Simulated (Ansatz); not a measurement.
Worked example: relaxation of cell and atoms of SrHI (P4/nmm, 6 atoms in the cell) in Ansatz (a program for electronic structure).

Method: PBEsol, default PAW files made with PBE (plane waves; Ansatz).

The change in words: atoms on their sites; basis.ecutwfc: 30.9 Ry → 37.1 Ry; relax: default → cell and atoms. Reference geometry:
```
SrHI
1.0
    4.30244     0.00000     0.00000
    0.00000     4.30244     0.00000
    0.00000     0.00000     9.12510
Sr H I
2 2 2
Direct
  0.00000   0.50000   0.15016
  0.50000   0.00000   0.85532
  0.50000   0.50000   0.00000
  0.00000   0.00000   0.00000
  0.00000   0.50000   0.68477
  0.50000   0.00000   0.31523
```

Reference input (self-consistent single point, DFT, PBEsol, plane waves, default PAW files made with PBE): basis.ecutwfc = 30.9 Ry; kpoints.mp_grid.grid = 5 5 2; hamiltonian.xc = pbesol; hamiltonian.pseudopotentials = {kind: paw} (the program's default PAW files); scf.occupations.method = fixed. This run's input differs from it in these lines:

Ansatz 0.2 input:
```diff
@@ -6,3 +6,3 @@
   atoms:
-    - { symbol: Sr, position: [0.000000, 0.500000, 0.150159] }
+    - { symbol: Sr, position: [0.000000, 0.500000, 0.144680] }
     - { symbol: Sr, position: [0.500000, 0.000000, 0.855320] }
@@ -13,3 +13,3 @@
 basis:
-  ecutwfc: 30.9 Ry
+  ecutwfc: 37.1 Ry
 kpoints:
@@ -21,2 +21,4 @@
   occupations: { method: fixed }
+relax:
+  cell: {}
 output:
```

Output, abridged:

```
   [... SCF lines of the steps left out ...]
relax step   1: F+E_penalty+E_count = -21887.46364845 eV  Δ(F+E_penalty+E_count) = +0.000e0 eV  max|allowed force component| = 1.434e-1 eV/Å  Δτ_max = 0.0000 Å  P = -1.602 GPa  Ω = 168.915 Å³  (6 SCF iters, dr2 threshold 1.00e-7 eV, accepted)
relax step   2: F+E_penalty+E_count = -21887.51122607 eV  Δ(F+E_penalty+E_count) = -4.758e-2 eV  max|allowed force component| = 1.475e-1 eV/Å  Δτ_max = 0.0196 Å  P = +0.089 GPa  Ω = 158.395 Å³  energy of the carried Pulay correction = +3.274e-4 eV  [...]
   [... lines left out ...]
relax step   8: F+E_penalty+E_count = -21887.53384130 eV  Δ(F+E_penalty+E_count) = -2.052e-4 eV  max|allowed force component| = 1.284e-3 eV/Å  Δτ_max = 0.0068 Å  P = +0.003 GPa  Ω = 150.407 Å³  energy of the carried Pulay correction = +5.905e-4 eV  [...]
relax step   9: F+E_penalty+E_count = -21887.53356282 eV  Δ(F+E_penalty+E_count) = +2.785e-4 eV  max|allowed force component| = 1.292e-3 eV/Å  Δτ_max = 0.0000 Å  P = -0.000 GPa  Ω = 150.407 Å³  stress off target by 2.30e-3 GPa  SCF on the basis [...]
basis re-selected at this cell: Δ(F+E_penalty+E_count) = +2.785e-4 eV, ΔP = -0.003 GPa vs the last step
the relaxation is at rest under the 16 symmetry operations that the run kept from its start: a minimum is not shown …
Stability not checked: this state was not tested for a lower state beside it, because too few of the mixer's solves of this state at the end of the SCF gave a …
Free energy (F): -21887.533563 eV
Internal energy: -21887.533563 eV  (E = F + TS)
   [... lines left out ...]
Fermi energy:    6.326679 eV
  cell:  # Å, volume = 150.4070 Å³
   [... lines left out ...]
    - { symbol: H, position: [0.49999999999999994, 0.49999999999999994, 4.7526134115330015e-20] }
    - { symbol: H, position: [7.381926863673631e-35, -2.2585840186920895e-36, 4.752613411533027e-20] }
    - { symbol: I, position: [6.673751487490184e-36, 0.49999999999999994, 0.6685292859598699] }
    - { symbol: I, position: [0.49999999999999994, 5.34774409587095e-36, 0.3314707140401302] }
```

The run converged. 

Summary of the result:
```
Quantity                                                                                                              Value
------------------------------------------------  -------------------------------------------------------------------------
Free energy E − TS (on the zero of these files)                                                              -21887.5336 eV
Top of the valence band (on the code's own zero)                                                                    6.33 eV
Gap on the k-point mesh                                                                                             3.02 eV
Pressure                                                                                                           0.00 GPa
Largest force (vector length)                                                                                    0.001 eV/Å
Final cell                                        a = 4.271 Å, b = 4.271 Å, c = 8.244 Å, α = 90.00°, β = 90.00°, γ = 90.00°
Final volume per atom                                                                                              25.07 Å³
Relaxation steps                                                                                                          9
```

The starting cell comes from a database of computed structures (which also holds hypothetical and non-ambient phases and stackings), without a prior relaxation at this level. Its lattice was rescaled by up to half a per cent. Spin-orbit coupling is off. The relaxation keeps the symmetry of its start, so its end need not be a minimum. Ansatz's pressure includes its estimate of the finite-basis (Pulay) stress.

Cost on one core of a shared machine: roughly 30 s.
